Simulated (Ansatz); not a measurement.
The parent structure is AlN in the zinc blende structure (space group F-43m, No. 216; a = 4.342 Å).

Computed with LDA (Ansatz, a quantum-chemistry and plane-wave program, PAW, no spin-orbit coupling).

For the base:

| Property | Result |
|---|---|
| Density | 3.33 g/cm³ |
| Valley order | X along ⟨100⟩ 3.25 eV; Γ 4.39 eV |

Modification: a hydrostatic pressure of 2.1 GPa.

Task: Predict the new density.

Result: The density goes up by 0.03 g/cm³, from 3.33 g/cm³ to 3.36 g/cm³.

Task: How does this affect the valley order?

Result: The valley order (the lowest conduction-band minima on the path, energy above the VBM, named in the base's zone) changes from X along ⟨100⟩ 3.25 eV; Γ 4.39 eV to X along ⟨100⟩ 3.26 eV; Γ 4.48 eV.

The levels and masses belong to the bands next to the band gap. Load acts through the strain it causes; cell and atoms are relaxed under it. Stability against distortions was not tested. Tetrahedral semiconductors of this kind turn to denser phases somewhere between about 1 and 50 GPa; those were not computed, so compressed cells here can lie past the real transition. This is not the structure that AlN has at room temperature and ambient pressure.
